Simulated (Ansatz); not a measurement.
Ansatz (a quantum-chemistry and plane-wave program), DFT, PBE, plane waves, its default PAW files, spin-polarised: Ni(111) slab of 4 layers, 1x1, atoms displaced, unrelaxed, 4 atoms, spin-polarised from a ferromagnetic start (1 μB on Ni). Basis and mesh were picked for this test and aren't claimed converged.

| Property | Value |
|---|---|
| cell | 2.49, 2.49, 16.10 Å; 90, 90, 60° |
| distance to the nearest atom | 2.44 to 2.45 Å |
| task | single point |
| k mesh | 10×10×1 |
| hamiltonian.xc | pbe |
| kind of files | paw |
| scf.occupations.method | fermi_dirac |
| scf.occupations.width | 0.2 eV |
| output.forces | true |
| magnetization.spin_polarized | true |
| binding of workers (--pin) | off |
| k-point pools (--kpoint-pools) | 1 |
| memory maximum (--max-ram) | 8GiB |
| accuracy | medium (default) |
| basis.precision | auto (default) |
| basis.xc_grid | 2 (default) |
| scf.eigensolver.kind | auto (default) |
| scf.convergence.dr2_threshold | 1e-07 (default) |
| scf.lower_state_search | light (default) |
| k-points after symmetry (for each spin) | 52 |
| bands at the start | 48 |
| electrons | 72 |
| plane waves at Γ | 1631 |
| cutoff (eV) | 420 |
| FFT grid | 18×18×108 |
| symmetry operations | 1 |

Settings of this run: scf.mixing.algorithm = broyden, scf.mixing.preconditioner = kerker, scf.algorithm = auto; 4 threads.

```tsv
iteration	dr2 (eV)	Hψ
1	2.91e0	22760
2	3.34e0	6567
3	3.37e0	4992
4	2.72e0	10676
5	1.37e0	6513
6	9.88e-1	5824
7	3.01e-1	10281
8	8.42e-1	9283
9	2.41e-1	8639
10	4.19e-1	5731
11	1.99e-1	7039
12	1.31e-1	5668
13	4.77e-1	9557
14	3.75e-1	5501
…	…	…
20	4.23e-3	7732
21	7.76e-3	10473
22	8.40e-3	6927
23	1.94e-4	7890
24	1.28e-4	8361
25	1.59e-4	7938
26	6.11e-5	7912
27	7.92e-6	10772
…	…	…
31	4.64e-7	10916
32	2.26e-7	9618
33	1.90e-7	7558
34	1.23e-7	6678
35	4.74e-8	15167
36	3.88e-8	5287
37	2.84e-8	7788
38	4.62e-8	14830
```

It converged after 38 SCF iterations. The residual passes the threshold 3 iterations ahead of the end: the program's stop has further conditions (on the energy's change, on-site and spin residuals, and checks that can put off the close).

### Question
The cycle is slow. Which setting should be changed?

### Answer
Several could match; the one computed here: scf.mixing.preconditioner = auto (default) (16 SCF iterations), all else kept. The other changes of this size gave: scf.mixing.preconditioner = none (22); scf.mixing.q_tf = 0.5 1/Å (22); scf.mixing.q_tf = 1.5 1/Å (30); scf.mixing.algorithm = auto (default) (31). With more settings changed, the fewest of all runs of this system: scf.mixing.algorithm = auto (default), scf.mixing.preconditioner = auto (default), scf.algorithm = direct_min (12). In that run the program took: scf.mixing.preconditioner LDOS, scf.eigensolver.kind band_cg, --slots 4. The change moves the result by: energy under 0.001 meV/atom, forces (largest component) 0.067 meV/Å, magnetization under 0.001 μB/atom, absolute magnetization under 0.001 μB/atom. Counts are of single runs.

Keys are those of Ansatz 0.2.
